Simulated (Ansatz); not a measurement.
An Ansatz (a quantum-chemistry and plane-wave program) input (PBEsol (Ansatz, PAW, scalar-relativistic without spin-orbit coupling)):

Ansatz 0.2 input:
```yaml
crystal:
  lattice:
    - [4.3019422864, 0, 0.0430194229]
    - [-2.1509711432, 3.7255913056, -0.0215097114]
    - [0.0702103123, 0, 7.0210312272]
  atoms:
    - { symbol: Cd, position: [0.3333333333, 0.6666666667, 0.0001336278] }
    - { symbol: Cd, position: [0.6666666667, 0.3333333333, 0.5001336278] }
    - { symbol: Se, position: [0.3333333333, 0.6666666667, 0.3758663722] }
    - { symbol: Se, position: [0.6666666667, 0.3333333333, 0.8758663722] }
basis: { ecutwfc: 420, ecutrho_ratio: 4, xc_grid: 2, fft_grid_basis: typed }
kpoints: { mp_grid: { grid: [9, 9, 5] } }
hamiltonian:
  xc: pbesol
  dispersion: none
  pseudopotentials: { kind: paw }
scf: { occupations: { method: fermi_dirac, width: 0.05 }, convergence: { dr2_threshold: 0.0000000004 } }
relax: { f_tol: 0.005, max_steps: 50 }
output: { forces: true, stress: true }
checkpoint: { write: state.ck, write_every: 1000 }
```

### Question
Which symmetry and how many k-points will the program report, and about how many plane waves at Γ?

### Answer
Space group Cc (ITA 9) with 2 operations, k-points 115 of 405, and 2197 plane waves at Γ.

The cells carry an imposed strain or load. Whether these cells are dynamically stable was not tested. The cell was made from CdSe in the wurtzite structure (space group P6_3mc, No. 186) by this change: tensor shear ε_xz = +1.00 %.
